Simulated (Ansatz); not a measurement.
Hg (R-3m, No. 166, 1 atoms in the cell), treated with PBE (plane waves, PAW; Ansatz, a quantum-chemistry and plane-wave program).

Settings: plane-wave cutoff 520 eV, 20×20×20 k mesh, Fermi–Dirac smearing 0.05 eV, scalar-relativistic PAW data made under PBE.

Cell (relaxed at this level):

```yaml
crystal:
  lattice:
    - [2.27726, -2.09136, -0.30046]
    - [2.27726, 2.09136, -0.30046]
    - [0.79256, 0.00000, 3.00363]
  atoms:
    - { symbol: Hg, position: [0.00000, 0.00000, 0.00000] }
```

**Question.** Give the computed bulk modulus.

**Answer.** 
* **bulk modulus**: 12.5 GPa

The run finds no gap.

Note: the relaxation could not lower the start's symmetry, so the cell can be a saddle point above a distorted one; the bulk modulus comes from volumes at which shape and atoms were relaxed.

Spin–orbit coupling is not included; it can shift volumes and moduli of such heavy elements.

Computed values are for the static lattice.
